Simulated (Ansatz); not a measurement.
Take Mo in the bcc (W type) structure (space group Im-3m, No. 229; a = 3.1296 Å) as the base.

Calculations: DFT with PBEsol, PAW potentials and a 420 eV plane-wave cutoff in Ansatz (a first-principles code), without spin-orbit coupling.

One change was made to it. Results:

```json
[
 {"quantity": "lattice parameter a", "base": "3.130 Å", "after": "3.154 Å"},
 {"quantity": "band gap", "base": "zero", "after": "zero"}
]
```

What was done to the base?
A) Mo → W
B) Mo → Cr
C) Mo → Fe
D) Mo → Re

A, Mo → W. For comparison, the lattice parameter a in the other runs: Mo → Re gives 3.085 Å; Mo → Fe gives 2.787 Å; Mo → Cr gives 2.814 Å.

Other magnetic orders, which the real material may have, were not ruled out. Stability against distortions was not tested. For Re in this form, whether it has been made was not checked. Seeded moments were not kept for Mo → Cr. Spin-polarised in the final run: Fe; the other runs are not. Real Cr is antiferromagnetic at low temperature and ambient pressure, an order that this cell doesn't hold. This is not the structure that Re has at room temperature and ambient pressure.
